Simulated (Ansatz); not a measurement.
Worked example: dielectric-response calculation of BeS (F-43m, 2 atoms in the cell) in Ansatz (a program for electronic structure).

Computed with LDA (PW92), default PAW files made with PBE (plane waves; Ansatz).

```yaml
crystal:
  lattice:
    - [0.00000, 2.42769, 2.42769]
    - [2.42769, 0.00000, 2.42769]
    - [2.42769, 2.42769, 0.00000]
  atoms:
    - { symbol: Be, position: [0.00000, 0.00000, 0.00000] }
    - { symbol: S, position: [0.25000, 0.25000, 0.25000] }
```

Reference input (self-consistent single point, DFT, LDA (PW92), plane waves, default PAW files made with PBE): basis.ecutwfc = 30.9 Ry; kpoints.mp_grid.grid = 9 9 9; hamiltonian.xc = lda; hamiltonian.pseudopotentials = {kind: paw} (the program's default PAW files); scf.occupations.method = fermi_dirac; scf.occupations.width = 0.0007 Ry. This run's input differs from it in these lines:

Ansatz 0.2 input:
```diff
@@ -12,3 +12,3 @@
 kpoints:
-  mp_grid: { grid: [9, 9, 9] }
+  mp_grid: { grid: [11, 11, 11] }
 hamiltonian:
@@ -17,7 +17,4 @@
 scf:
-  occupations: { method: fermi_dirac, width: 0.0007 Ry }
-output:
-  forces: true
-  eigenvalues: true
-  stress: true
+  occupations: { method: fixed }
+dielectric: {}
```

Output, abridged:

```
SCF iter   1: F=—  HF=-960.008617 eV  |F-HF|=—  |Δ(HF+E_count)|=         —  Δρ=4.51e-3  dr2=3.65e-3  ethr=1.77e-3  ⟨swp⟩=4.6  Hψ=12472  notcnv=0  defer=353
all-band conjugate gradients solve this SCF's bands
preconditioner: auto → none
SCF iter   2: F=—  HF=-960.007702 eV  |F-HF|=—  |Δ(HF+E_count)|=   9.15e-4  Δρ=2.16e-3  dr2=7.68e-4  ethr=4.56e-5  ⟨swp⟩=1.1  Hψ=3475  notcnv=0  defer=353
SCF iter   3: F=—  HF=-960.007539 eV  |F-HF|=—  |Δ(HF+E_count)|=   1.63e-4  Δρ=3.17e-4  dr2=3.80e-5  ethr=9.60e-6  ⟨swp⟩=2.6  Hψ=2429  notcnv=0  defer=419
   [... lines left out ...]
SCF iter   5: F=—  HF=-960.007526 eV  |F-HF|=—  |Δ(HF+E_count)|=   8.54e-7  Δρ=1.48e-5  dr2=7.42e-8  ethr=7.77e-9  ⟨swp⟩=2.4  Hψ=2604  notcnv=0
SCF iter   6: F=—  HF=-960.007525 eV  |F-HF|=—  |Δ(HF+E_count)|=   2.05e-8  Δρ=3.89e-6  dr2=6.26e-9  ethr=9.28e-10  ⟨swp⟩=2.1  Hψ=2407  notcnv=0
SCF iter   7: F=—  HF=-960.007525 eV  |F-HF|=—  |Δ(HF+E_count)|=   2.05e-9  Δρ=1.00e-6  dr2=3.91e-10  ethr=7.83e-11  ⟨swp⟩=2.0  Hψ=2430  notcnv=0
SCF iter   8: F=-960.007525 eV  HF=-960.007525 eV  |F-HF|=4.32e-12  |Δ(HF+E_count)|=  1.37e-10  Δρ=1.20e-7  dr2=5.47e-12  ethr=1.25e-12  ⟨swp⟩=4.0  Hψ=7131  notcnv=0
SCF 1 converged in 8 iterations: F = -960.007525 eV  dr2 = 5.47e-12
DFPT response loops at Γ: preconditioner auto → none (the input reference at scf.mixing.eps_inf says where Resta's filter doesn't serve); β = 0.50 …
Free energy (F): -960.007525 eV
Internal energy: -960.007525 eV  (E = F + TS)
E sigma→0 (E₀):  -960.007525 eV
Fermi energy:    5.126373 eV
--- Dielectric response (ions clamped): 1 representative field direction + reference, on 216 of 1331 k-points (Σ response iterations 6) ---
  k mesh reduced under 4 symmetry operations, with k and −k counted as one. Each operation leaves every solved perturbation unchanged …
  ε∞ (high-frequency dielectric tensor):
        5.362103     0.000000     0.000000
   [... lines left out ...]
         0.00000    1.58359    0.00000
        -0.00000   -0.00000    1.58359
    site 1:
        -1.58359    0.00000   -0.00000
        -0.00000   -1.58359   -0.00000
         0.00000    0.00000   -1.58359
  Z* charge neutrality: 1.994e-7 e pre-enforcement
  k-mesh period / interband length: 37.8 Å / 1.86 Å = 20.34 at k = (0.0000, 0.0000, 0.0000), direct gap 5.519 eV — 14 or more, which is no proof of convergence
```

The run converged in 8 iterations. 

Summary of the result:
- Free energy E − TS (on the zero of these files) = -960.0075 eV
- Top of the valence band (on the code's own zero) = 5.13 eV
- Gap on the k-point mesh = 2.97 eV
- ε∞ at this k-point mesh, which may be far from converged in small-gap cells (xx, yy, zz) = 5.36, 5.36, 5.36
- Born charges at this mesh (mean of the diagonal, e) = Be 1.58, S -1.58

The starting cell has typed, rounded lattice constants, without a prior relaxation at this level. Its lattice was rescaled by up to half a per cent.
